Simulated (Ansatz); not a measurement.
A computed series for CaBi2: pressure series

The parent structure is CaBi$_{2}$ (space group Cmcm, No. 63; a = 4.736 Å, b = 17.155 Å, c = 4.513 Å; a cell from a computed database, its experimental status unchecked).

Cell and atoms are relaxed at each pressure.

Method: r2SCAN+rVV10 in Ansatz (plane waves to 500 eV, PAW, no spin-orbit coupling).

| change | density | shortest interatomic distance |
|---|---|---|
| base | 8.30 g/cm³ | 3.151 Å |
| pressure −1 GPa | 8.09 g/cm³ | 3.159 Å |
| pressure 0.3 GPa | 8.35 g/cm³ | 3.148 Å |
| pressure 0.7 GPa | 8.43 g/cm³ | 3.145 Å |
| pressure 1.5 GPa | 8.57 g/cm³ | 3.138 Å |
| pressure 3 GPa | 8.83 g/cm³ | 3.127 Å |
| pressure 5 GPa | 9.13 g/cm³ | 3.111 Å |
| pressure 7.5 GPa | 9.46 g/cm³ | 3.092 Å |
| pressure 10 GPa | 9.77 g/cm³ | 3.075 Å |

Load acts through the strain it causes; cell and atoms are relaxed under it. Whether these cells are dynamically stable was not tested. No other phases were tried under pressure.

Ansatz is a quantum-chemistry and plane-wave program.
